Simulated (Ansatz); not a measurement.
# BaMoO3: Ba → Be

The reference is BaMoO3 in the cubic perovskite structure (space group Pm-3m, No. 221; a = 4.009 Å; a cell from a computed database, its experimental status unchecked).

One thing is altered: full substitution Ba → Be; the structure is relaxed again.

Computed with PBEsol (Ansatz, an electronic-structure program; PAW; 420 eV plane waves; spin-orbit coupling left out). k-mesh 12×12×12 (Γ-centred); smearing 0.05 eV (Fermi–Dirac).

The volume per atom shrinks by 1.52 Å³, from 12.89 Å³ to 11.37 Å³ and the density drops by 2.78 g/cm³ to 4.47 g/cm³. The lattice parameter a drops by 0.164 Å (4.009 Å → 3.845 Å) and the space group stays Pm-3m (No. 221). The shortest interatomic distance decreases by 0.082 Å, from 2.005 Å to 1.923 Å and the band gap stays zero.

Final structure:

```yaml
crystal:
  lattice:
    - [3.84522, 0.00000, 0.00000]
    - [0.00000, 3.84522, 0.00000]
    - [0.00000, 0.00000, 3.84522]
  atoms:
    - { symbol: Be, position: [0.50000, 0.50000, 0.50000] }
    - { symbol: Mo, position: [0.00000, 0.00000, 0.00000] }
    - { symbol: O, position: [0.00000, 0.50000, 0.00000] }
    - { symbol: O, position: [0.50000, 0.00000, 0.00000] }
    - { symbol: O, position: [0.00000, 0.00000, 0.50000] }
```

Cost of the whole job for the changed cell (relaxation, final SCF and bands): around 40 core-seconds (rough).

Stability against distortions was not tested. As relaxed here, BeMoO3 is a hypothetical phase, not in the database extracts checked. No Hubbard U is applied, and correlation can decide whether such a compound is a metal. All final runs are without spin polarisation. Many cubic perovskites are stable only at high temperature; tilts and polar distortions were not tested.
